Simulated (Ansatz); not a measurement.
## A computed series for hypothetical diamond Ni: pressure series

Start from Ni in the diamond structure (space group Fd-3m, No. 227; a = 5.100 Å; ferromagnetic; a hypothetical phase, not in the database extracts checked).

Cell and atoms are relaxed at each pressure.

Levels (all Ansatz, a program for electronic structure, PAW): PBE (420 eV, no spin-orbit coupling); PBEsol (420 eV, no spin-orbit coupling).

The base cell above is that of PBE; each level relaxes its own structures.

| case | lattice parameter a, PBE | lattice parameter a, PBEsol |
|---|---|---|
| pressure −2 GPa | 5.139 Å | 5.039 Å |
| pressure −1 GPa | 5.119 Å | 5.023 Å |
| pressure 0.3 GPa | 5.094 Å | 5.002 Å |
| pressure 0.7 GPa | 5.087 Å | 4.996 Å |
| pressure 1.5 GPa | 5.073 Å | 4.984 Å |
| pressure 3 GPa | 5.048 Å | 4.964 Å |
| pressure 5 GPa | 5.017 Å | 4.937 Å |
| pressure 7.5 GPa | 4.983 Å | 4.907 Å |
| pressure 10 GPa | 4.951 Å | 4.880 Å |

PBE lies above PBEsol in every row, by 0.071 Å to 0.100 Å. They put the cases in the same order.

Other magnetic orders, which the real material may have, were not ruled out. Load acts through the strain it causes; cell and atoms are relaxed under it. Whether these cells are dynamically stable was not tested. Competing high-pressure phases were not computed.
